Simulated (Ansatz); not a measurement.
**A computed series for Ge: response to strain**

Start from Ge in the diamond structure (space group Fd-3m, No. 227; a = 5.676 Å). Axes: x, y, z lie along the cube axes.

Strains are applied to the cell and any free atomic positions relax; under biaxial strain the out-of-plane vector relaxes too.

Calculations: PBEsol (Ansatz, a first-principles code, PAW, spin-orbit coupling left out).

Notes on the quantities. energy relative to the base: free energy F.

```tsv
case	band gap	space group	volume per atom	energy relative to the base
base	zero	Fd-3m (No. 227)	22.86 Å³	0 meV/atom
biaxial strain −0.55 %, plane normal [111], relaxed out of plane	zero	R-3m (No. 166)	22.66 Å³	+0.7 meV/atom
biaxial strain +2.21 %, plane normal [111], relaxed out of plane	zero	R-3m (No. 166)	23.67 Å³	+10 meV/atom
isotropic strain −4.81 %	0.26 eV	Fd-3m (No. 227)	19.72 Å³	+120 meV/atom
uniaxial strain ε_xx = +1.88 %	zero	I4_1/amd (No. 141)	23.29 Å³	+2.8 meV/atom
uniaxial strain ε_xx = +4.94 %	zero	I4_1/amd (No. 141)	23.99 Å³	+19 meV/atom
```

Whether these cells are dynamically stable was not tested. The zero or small gap of Ge can change with the level of theory.
